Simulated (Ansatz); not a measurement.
System: BiVO4 (I4₁/amd, No. 141, 12 atoms in the cell; start mp-545850; a measured phase of this formula has another space group). Method: r²SCAN+rVV10 in Ansatz (PAW).

Numerical settings: plane-wave cutoff 560 eV, 8×8×8 k mesh, Fermi–Dirac smearing 0.01 eV, no spin polarisation, scalar-relativistic PAW data made under PBE.

Cell (relaxed at this level):

```cif
data_Bi4O16V4
_chemical_formula_sum 'V4 Bi4 O16'
_space_group_name_H-M_alt 'I41/amd :1'
_space_group_IT_number 141
_space_group_name_Hall 'I 4bw 2bw -1bw'
_cell_length_a 7.27085
_cell_length_b 7.27085
_cell_length_c 6.43361
_cell_angle_alpha 90.000
_cell_angle_beta 90.000
_cell_angle_gamma 90.000
loop_
_atom_site_label
_atom_site_type_symbol
_atom_site_symmetry_multiplicity
_atom_site_Wyckoff_symbol
_atom_site_fract_x
_atom_site_fract_y
_atom_site_fract_z
_atom_site_occupancy
V1 V 4 b 0.00000 0.00000 0.50000 1
Bi1 Bi 4 a 0.00000 0.00000 0.00000 1
O1 O 16 h 0.31837 0.00000 0.08090 1
```
(The calculation used a cell of 12 atoms; values per cell refer to that cell.)

### Question
What does this level give for the band gap and direct gap at Γ?

### Answer

* **band gap**: 2.82 eV
* **direct gap at Γ**: 3.89 eV

Spin–orbit coupling is not included; with these elements it can move the gap by several tenths of an eV or more.

Computed values are for the static lattice.

A start named mp-… is a Materials Project structure, which need not be a measured phase.

Ansatz is a first-principles code.
